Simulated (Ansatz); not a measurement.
Defect migration in wurtzite ZnO: interstitial Li, charge state +1. The step: one Li atom jumps by itself; the atom moves 2.64 Å along (0.00, 0.01, 0.50) of the unit cell; the moving atom starts with neighbours 2 O at 1.93, O at 1.93; Zn at 2.44, Zn at 2.45, 3 Zn at 2.46, Zn at 2.47 Å and ends with 3 O at 1.93; 3 Zn at 2.45, 3 Zn at 2.47 Å. A PBE band in Ansatz (plane-wave PAW, one k-point at (0.125, 0.250, 0.250), 72 host sites, 17 SCF runs with any check of the saddle's order, static, no finite-size correction) gives a forward barrier of 0.66 eV. The saddle point's order was not checked, and it lies on a symmetry element of the cell, where a band can be held. The charge state is imposed; whether it is stable for some Fermi level was not computed. Sites that were not tried may lie lower.

Single points at the band's start and saddle point can refine it. Rough cost of one point, in units of the band's mean SCF on the same machine:

```json
[
 {"Level": "PBE, a 2×2×2 k-point mesh shifted by half a step along c", "Cost of one point": "about 4"},
 {"Level": "r2SCAN at 500 eV, one k-point at (0.125, 0.250, 0.250)", "Cost of one point": "about 2"}
]
```

Q: Which of these move the barrier by more than 0.1 eV, and how far does each move it?

A: Not one does. PBE, a 2×2×2 k-point mesh shifted by half a step along c: 0.00 eV; r2SCAN at 500 eV, one k-point at (0.125, 0.250, 0.250): +0.03 eV. Each functional is compared with PBE at the same k-points.

Ansatz is an electronic-structure program.
